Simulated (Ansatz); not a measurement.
Partial pair distribution functions of a relaxed model of amorphous Si$_{60}$P$_{6}$O$_{135}$, broadened by 0.06 Å; density 2.24 g/cm³. These are PBE, scalar-relativistic without spin-orbit coupling (plane waves to 420 eV, PAW; Ansatz, a program for electronic structure) values and carry that method's errors.

Preparation: random packing, a CHGNet melt and quench, and a DFT relaxation. O atoms were pushed apart under 1.9 Å during the dynamics, to hinder bonds among them. The hot cell started wider than the set density and was brought back towards it in steps. It is the lowest in DFT energy of 8 quenches. It is a model cell: composition and starting density were chosen by hand, and all elements were melted together. No dispersion term was used. Its density started from a set value of 2.24 and ended at 2.24 g/cm³. The simulated quench (nominally 280 K/ps over its main leg) is rapid and tends to freeze in more defects than a deposited or slowly cooled glass has. A cell of this size samples the disorder only roughly. The volume was held where the preparation left it and the shape relaxed, at a PBE pressure of 1.5 GPa. Stress components on the final sampling reach 1.5 GPa.

| r (Å) | g Si-O | g P-O | g Si-Si | g O-O |
|---|---|---|---|---|
| 1.25 | 0.00 | 0.01 | 0.00 | 0.00 |
| 1.35 | 0.00 | 0.64 | 0.00 | 0.00 |
| 1.45 | 0.32 | 6.47 | 0.00 | 0.00 |
| 1.55 | 7.83 | 14.90 | 0.00 | 0.00 |
| 1.65 | 15.36 | 6.92 | 0.00 | 0.00 |
| 1.75 | 2.95 | 0.36 | 0.00 | 0.00 |
| 1.85 | 0.19 | 0.00 | 0.00 | 0.00 |
| 1.95 | 0.04 | 0.00 | 0.00 | 0.00 |
| 2.05 | 0.00 | 0.00 | 0.00 | 0.00 |
| 2.15 | 0.00 | 0.00 | 0.00 | 0.00 |
| 2.25 | 0.00 | 0.00 | 0.06 | 0.06 |
| 2.35 | 0.00 | 0.00 | 0.16 | 0.23 |
| 2.45 | 0.03 | 0.00 | 0.03 | 0.96 |
| 2.55 | 0.02 | 0.00 | 0.00 | 4.01 |
| 2.65 | 0.00 | 0.05 | 0.02 | 5.76 |
| 2.75 | 0.01 | 0.25 | 0.40 | 3.34 |
| 2.85 | 0.09 | 0.09 | 2.10 | 1.14 |
| 2.95 | 0.22 | 0.18 | 4.17 | 0.52 |
| 3.05 | 0.32 | 0.84 | 4.19 | 0.45 |
| 3.15 | 0.57 | 1.05 | 3.38 | 0.40 |
| 3.25 | 0.79 | 0.86 | 1.32 | 0.40 |
| 3.35 | 0.82 | 1.06 | 0.11 | 0.63 |
| 3.45 | 1.04 | 1.01 | 0.00 | 0.62 |
| 3.55 | 1.24 | 1.41 | 0.03 | 0.57 |
| 3.65 | 1.46 | 1.77 | 0.07 | 0.62 |
| 3.75 | 1.49 | 1.32 | 0.12 | 0.63 |
| 3.85 | 1.39 | 1.40 | 0.37 | 0.60 |
| 3.95 | 1.54 | 1.43 | 0.41 | 0.58 |
| 4.05 | 1.72 | 2.01 | 0.38 | 0.62 |
| 4.15 | 2.03 | 1.84 | 0.73 | 0.64 |
| 4.25 | 1.66 | 1.62 | 0.84 | 0.72 |
| 4.35 | 1.06 | 0.75 | 0.86 | 0.82 |
| 4.45 | 0.68 | 0.33 | 0.86 | 1.01 |
| 4.55 | 0.59 | 0.67 | 1.13 | 1.18 |
| 4.65 | 0.60 | 0.56 | 1.31 | 1.29 |
| 4.75 | 0.54 | 0.44 | 1.16 | 1.31 |
| 4.85 | 0.54 | 0.94 | 1.26 | 1.62 |
| 4.95 | 0.65 | 1.07 | 1.33 | 1.57 |
| 5.05 | 0.69 | 0.78 | 1.28 | 1.48 |
| 5.15 | 0.82 | 0.58 | 1.15 | 1.44 |
| 5.25 | 0.92 | 0.68 | 1.28 | 1.13 |
| 5.35 | 0.93 | 0.62 | 0.98 | 0.98 |
| 5.45 | 1.00 | 0.87 | 1.05 | 0.82 |
| 5.55 | 1.10 | 1.40 | 1.26 | 0.82 |
| 5.65 | 1.10 | 1.49 | 1.35 | 0.86 |
| 5.75 | 1.07 | 1.12 | 1.23 | 0.80 |
| 5.85 | 1.14 | 0.88 | 1.18 | 0.79 |
| 5.95 | 1.25 | 1.01 | 0.89 | 0.87 |

Within 1.98 Å each Si has 4.03 O neighbours on average.
